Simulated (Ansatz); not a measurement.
Take MgB2 (space group P6/mmm, No. 191; relaxed with 0.1 eV smearing) as the base.

```
MgB2
1.0
    3.06402     0.00000     0.00000
   -1.53201     2.65352     0.00000
    0.00000     0.00000     3.49767
Mg B
1 2
Direct
  0.00000   0.00000   0.00000
  0.66667   0.33333   0.50000
  0.33333   0.66667   0.50000
```

Cartesian axes are those of the cell as printed.

Calculations: PBEsol/PAW in Ansatz (a first-principles code), no SOC.

For the base:

Pressure: 0.0 GPa
Shortest interatomic distance: 1.769 Å
Band gap: zero

One thing is altered: the cell is stretched by 2.00 % along x with no lateral relaxation, atoms relaxed at fixed cell.

Q: How does this affect the energy relative to the base?

A: The energy grows by 5.0 meV/atom.

Q: How does this affect the pressure?

A: The pressure (mean of the normal stresses, compression positive) goes from zero to -3.3 GPa.

Q: What happens to the shortest interatomic distance?

A: The shortest interatomic distance rises by 0.007 Å (1.769 Å → 1.776 Å).

Q: What happens to the band gap?

A: The band gap stays zero.

The cells carry an imposed strain or load. Whether these cells are dynamically stable was not tested. The final runs are not spin-polarised.
